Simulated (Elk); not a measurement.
Band structure of YBRh3 (Pm-3m, 5 atoms in the cell).

```
YBRh3
1.0
    4.17882     0.00000     0.00000
    0.00000     4.17882     0.00000
    0.00000     0.00000     4.17882
Y B Rh
1 1 3
Direct
  0.00000   0.00000   0.00000
  0.50000   0.50000   0.50000
  0.00000   0.50000   0.50000
  0.50000   0.00000   0.50000
  0.50000   0.50000   0.00000
```

Method: PBEsol, all-electron FP-LAPW, Elk's shipped species files, APW+lo basis with extra local orbitals (Elk).

Settings: xctype = 22; rgkmax = 7.5; stype = 0; swidth = 0.00499791 Ha; ngridk = 7 7 7; gmaxvr = 14 1/bohr; nxlo = 2; lorbcnd = true; rmtscf = 0.84; lmaxi = 2; maxscl = 100.

The starting cell comes from a database of computed structures (which also holds hypothetical and non-ambient phases and stackings), without a prior relaxation at this level. Spin polarisation is off. Values depend on the basis (sphere radii, cutoffs, local orbitals), which need not be converged.

Levels in eV from the Fermi level, bands 29 to 36:
```tsv
point	29	30	31	32	33	34	35	36
Γ	-0.68	-0.68	-0.68	0.27	0.29	0.29	0.29	3.75
X	-1.34	-1.16	-1.16	-0.73	0.29	1.86	1.86	3.25
M	-2.22	-1.39	-1.13	-0.86	-0.56	1.55	1.55	3.15
R	-1.25	0.12	0.12	0.12	1.51	1.51	1.51	2.21
```

Bands cross the Fermi level along this path, so the cell is metallic at this level.
